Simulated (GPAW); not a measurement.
**GPAW run on KCl (Fm-3m, 2 atoms in the cell): self-consistent single point**

Method of the run: PBE, GPAW PAW datasets PBE (gpaw-data 1.0.1) (plane waves; GPAW).

Input as run:

```python
from ase import Atoms
from ase.units import GPa
from gpaw import GPAW

atoms = Atoms(['K', 'Cl'],
              cell=[[0.000000, 3.145000, 3.145000],
                    [3.145000, 0.000000, 3.145000],
                    [3.145000, 3.145000, 0.000000]],
              scaled_positions=[[0.000000, 0.000000, 0.000000],
                                [0.500000, 0.500000, 0.500000]],
              pbc=True)

calc = GPAW(mode={'name': 'pw', 'ecut': 600},
            xc='PBE',
            kpts={'size': (6, 6, 6), 'gamma': True},
            occupations={'name': 'fermi-dirac', 'width': 0.05},
            nbands=-6,
            convergence={'bands': -4},
            symmetry={'symmorphic': False, 'tolerance': 0.0005},
            maxiter=150,
            txt='-')

atoms.calc = calc

energy = atoms.get_potential_energy()
print('Energy (eV):', round(energy, 6))
forces = atoms.get_forces()
print('Forces (eV/Ang):')
print(forces.round(5))
stress = atoms.get_stress()
print('Stress (GPa, Voigt):', (stress / GPa).round(4))
```

The program printed (abridged):

```
Input parameters:
  convergence: {bands: -4}
  kpts: {gamma: True,
         size: (6, 6, 6)}
  maxiter: 150
  mode: {ecut: 600,
         name: pw}
  nbands: -6
  occupations: {name: fermi-dirac,
                width: 0.05}
  symmetry: {symmorphic: False,
             tolerance: 0.0005}
  xc: PBE

species:
  K:
    name: Potassium
    Z: 19.0
    valence: 9
    core: 10
    charge: 0.0
    file: K.PBE.gz

    # Using partial waves for K as LCAO basis

  Cl:
    name: Chlorine
    Z: 17.0
    valence: 7
    core: 10
    charge: 0.0
    file: Cl.PBE.gz

    # Using partial waves for Cl as LCAO basis

Reference energy: -28937.202614  # eV

Spin-paired calculation

Convergence criteria:
 Maximum [total energy] change in last 3 cyles: 0.0005 eV / valence electron
 Maximum integral of absolute [dens]ity change: 0.0001 electrons / valence electron
 Maximum integral of absolute [eigenst]ate change: 4e-08 eV^2 / valence electron
 Maximum number of scf [iter]ations: 150

Symmetries present (total): 48
Symmetries with fractional translations: 0
216 k-points: 6 x 6 x 6 Monkhorst-Pack grid + [1/12,1/12,1/12]
16 k-points in the irreducible part of the Brillouin zone
       k-points in crystal coordinates                weights
   0:     0.00000000    0.00000000    0.00000000          1/216
   1:     0.16666667    0.16666667    0.00000000          6/216
   2:     0.16666667    0.16666667    0.16666667          8/216
   [... 7 lines left out ...]
          ...
  15:     0.50000000    0.50000000    0.50000000          4/216

Wave functions: Plane wave expansion
  Cutoff energy: 600.000 eV
  Number of coefficients (min, max): 2060, 2090
  Pulay-stress correction: 0.000000 eV/Ang^3 (de/decut=0.000000)

Occupation numbers: Fermi-Dirac:
  width: 0.0500  # eV

Eigensolver

Densities:
  Coarse grid: 27*27*27 grid
  Fine grid: 54*54*54 grid
  Total Charge: 0.000000

Density mixing:
  Method: separate
  Backend: pulay
  Linear mixing parameter: 0.05
  old densities: 5
  Damping of long wavelength oscillations: 50

Hamiltonian:
  XC and Coulomb potentials evaluated on a 54*54*54 grid
  External potential:
    NoExternalPotential

XC parameters: PBE with 2 nearest neighbor stencil

Number of atoms: 2
Number of atomic orbitals: 9
Number of bands in calculation: 14
Number of valence electrons: 16
Bands to converge: 10

Density initialized from atomic densities
  9 bands from LCAO basis set
  5 bands from random numbers

Atomic positions and initial magnetic moments

Positions:
   0 K      0.000000    0.000000    0.000000    ( 0.0000,  0.0000,  0.0000)
   1 Cl     3.145000    3.145000    3.145000    ( 0.0000,  0.0000,  0.0000)

Unit cell:
           periodic     x           y           z      points  spacing
  1. axis:    yes    0.000000    3.145000    3.145000    27     0.1345
  2. axis:    yes    3.145000    0.000000    3.145000    27     0.1345
  3. axis:    yes    3.145000    3.145000    0.000000    27     0.1345

  Lengths:   4.447702   4.447702   4.447702
  Angles:   60.000000  60.000000  60.000000

Effective grid spacing dv^(1/3) = 0.1468

     iter     time        total  log10-change:
                         energy   eigst   dens
iter:   1 --:--:--    -7.150510   +1.43
iter:   2 --:--:--    -7.115302   +0.39  -1.30
iter:   3 --:--:--    -6.954255   -0.38  -1.33
iter:   4 --:--:--    -6.956409   -0.82  -1.57
iter:   5 --:--:--    -6.980190   -1.13  -1.57
iter:   6 --:--:--    -6.969183   -1.67  -2.02
iter:   7 --:--:--    -6.968995   -2.40  -2.57
iter:   8 --:--:--    -6.969176c  -2.94  -2.88
iter:   9 --:--:--    -6.969164c  -3.43  -3.16
iter:  10 --:--:--    -6.969167c  -3.82  -3.08
iter:  11 --:--:--    -6.969167c  -4.33  -4.00c
iter:  12 --:--:--    -6.969167c  -4.86  -4.33c
iter:  13 --:--:--    -6.969167c  -5.34  -4.35c
iter:  14 --:--:--    -6.969167c  -5.85  -4.30c
iter:  15 --:--:--    -6.969167c  -6.38  -4.29c
iter:  16 --:--:--    -6.969168c  -6.47  -4.29c
iter:  17 --:--:--    -6.969167c  -6.82  -4.52c
iter:  18 --:--:--    -6.969167c  -7.34  -4.96c
iter:  19 --:--:--    -6.969167c  -7.70c -5.00c

Converged after 19 iterations.

Dipole moment: (0.000000, 0.000000, -0.000000) |e|*Ang

Energy contributions relative to reference atoms: (reference = -28937.202614)

Kinetic:         +3.936156
Potential:       -3.243256
External:        +0.000000
XC:              -7.039959
Entropy (-ST):   -0.000000
Local:           -0.622108
SIC:             +0.000000
--------------------------
Free energy:     -6.969167
Extrapolated:    -6.969167

Showing only first 2 kpts
 Kpt  Band  Eigenvalues  Occupancy
  0     6     -0.32098    2.00000
  0     7     -0.32098    2.00000
  0     8      4.87581    0.00000
  0     9      8.03838    0.00000

  1     6     -0.39089    2.00000
  1     7     -0.39089    2.00000
  1     8      5.64534    0.00000
  1     9      7.39436    0.00000

Fermi level: 1.61429

Gap: 5.197 eV
Transition (v -> c):
  (s=0, k=0, n=7, [0.00, 0.00, 0.00]) -> (s=0, k=0, n=8, [0.00, 0.00, 0.00])
No difference between direct/indirect transitions
Energy (eV): -6.969167

Forces in eV/Ang:
  0 K    -0.00000    0.00000    0.00000
  1 Cl    0.00000    0.00000   -0.00000

Stress tensor:
    -0.004463     0.000000     0.000000
     0.000000    -0.004463     0.000000
     0.000000     0.000000    -0.004463
Stress (GPa, Voigt): [-0.715 -0.715 -0.715  0.     0.     0.   ]
```

The run converged in 19 iterations. GPAW prints stress with tension positive.

The starting cell has typed, rounded lattice constants, without a prior relaxation at this level.

Cost on one core of a shared machine: roughly 30 s.
